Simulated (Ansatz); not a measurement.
The parent structure is CdTe in the rock salt structure (space group Fm-3m, No. 225; a = 6.000 Å; relaxed with 0.1 eV smearing). Axes: x, y, z lie along the cube axes.

Method: Ansatz (a program for electronic structure), PBEsol, PAW, cutoff 420 eV, no spin-orbit coupling.

It is then changed as follows: tensor shear ε_yz = −1.48 % (engineering shear γ = -0.0296); the atoms relax in the strained cell.

Task: Predict the stress tensor and what it implies for the stiffness.

Result: Stress of the strained cell less that of the base (GPa, compression positive):
```
    0.0     0.0     0.0
    0.0     0.0     0.5
    0.0     0.5     0.0
```

Then −Δσ/γ with γ = 2ε = -0.0296 gives secant stiffness values (nonlinear terms included at this strain): C44 ≈ 17 GPa.

Whether these cells are dynamically stable was not tested. The final runs are not spin-polarised. This is not the structure that CdTe has at room temperature and ambient pressure.
